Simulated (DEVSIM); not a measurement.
Structure: abrupt Si n-p junction, at 250 K.

Layer 1 from the left is Si, thickness (μm) 0.110, Nd (cm⁻³) 3.8e17, τn (s) 0.00011, τp (s) 0.00011. Layer 2 from the left is Si, thickness (μm) 1.80, Na (cm⁻³) 2.9e16, τn (s) 0.00011, τp (s) 0.00011.

Left contact: ohmic. Right contact: ohmic. Voltage is applied to the left contact. Recombination: SRH at mid-gap. Mobility is constant in doping.

This is a model device: material constants are rounded textbook-type values typed into the input, and sizes, dopings and lifetimes were drawn at random. Values at 300 K; Nc and Nv go as T^1.5, mobilities as T to minus their exponent, the gap by Varshni's rule with the affinity fixed.

Si: gap (eV) 1.124, affinity (eV) 4.05, permittivity 11.7, Nc (cm⁻³) 2.86e19, Nv (cm⁻³) 3.1e19, μn (cm²/Vs) 1417, μp (cm²/Vs) 470, T exponent of μn 2.3, T exponent of μp 2.2, Varshni α (eV/K) 0.000473, Varshni β (K) 636.

Question: Estimate by hand the built-in potential, the peak field at zero bias, the capacitance at 0.6 V, and compare with a numerical solution.

Answer: 
- Built-in potential: ni = √(Nc Nv) exp(−Eg/2kT) = 8.01e7 cm⁻³ with Eg = 1.136 eV; Vbi = kT/q ln(Na Nd/ni²) = 0.905 V; numerical 0.905 V.
- Peak field at zero bias: depletion approximation: W = √(2εVbi/(qN)) = 0.208 μm with N = 2.69e16 cm⁻³; field = 2Vbi/W = 86800 V/cm; numerical 85100 V/cm (estimate above by 2.1 %).
- Capacitance at 0.6 V: C = √(qεN / 2(Vbi + |V|)) = 38.6 nF/cm²; numerical 39.1 nF/cm² (estimate below by 1.5 %).

DEVSIM, 1D drift-diffusion, Boltzmann statistics, complete ionisation; no tunnelling, impact ionisation, image-force lowering or self-heating.
